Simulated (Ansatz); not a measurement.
Consider Al2O3 in the corundum structure (space group R-3c, No. 167).

```cif
data_Al4O6
_chemical_formula_sum 'Al4 O6'
_space_group_name_H-M_alt 'P 1'
_space_group_IT_number 1
_cell_length_a 5.09128
_cell_length_b 5.09128
_cell_length_c 5.09128
_cell_angle_alpha 55.348
_cell_angle_beta 55.348
_cell_angle_gamma 55.348
loop_
_space_group_symop_operation_xyz
  'x, y, z'
loop_
_atom_site_label
_atom_site_type_symbol
_atom_site_fract_x
_atom_site_fract_y
_atom_site_fract_z
_atom_site_occupancy
Al1 Al 0.64798 0.64798 0.64798 1
Al2 Al 0.14798 0.14798 0.14798 1
Al3 Al 0.35202 0.35202 0.35202 1
Al4 Al 0.85202 0.85202 0.85202 1
O1 O 0.75000 0.44414 0.05586 1
O2 O 0.05586 0.75000 0.44414 1
O3 O 0.25000 0.55586 0.94414 1
O4 O 0.55586 0.94414 0.25000 1
O5 O 0.94414 0.25000 0.55586 1
O6 O 0.44414 0.05586 0.75000 1
```

Calculations: Ansatz (a program for electronic structure) LDA, spin-orbit coupling left out.

Strains are applied to the cell and any free atomic positions relax.

One change was made to it. Results:

```json
[
 {"quantity": "energy relative to the base (free energy F)", "base": "0 meV/atom", "after": "+33 meV/atom"},
 {"quantity": "pressure (mean of the normal stresses, compression positive)", "base": "-0.01 GPa", "after": "20.13 GPa"},
 {"quantity": "mean gap deformation potential ΔEg/Δln V", "base": "–", "after": "-12.9 eV"}
]
```

Q: What was done to the base?
A. isotropic strain −2.25 %
B. isotropic strain −0.75 %
C. isotropic strain −1.50 %
D. isotropic strain −3.00 %

A: A, isotropic strain −2.25 %. For comparison, the energy relative to the base in the other runs: isotropic strain −1.50 % gives +14 meV/atom; isotropic strain −3.00 % gives +59 meV/atom; isotropic strain −0.75 % gives +3.5 meV/atom.

Stability against distortions was not tested.
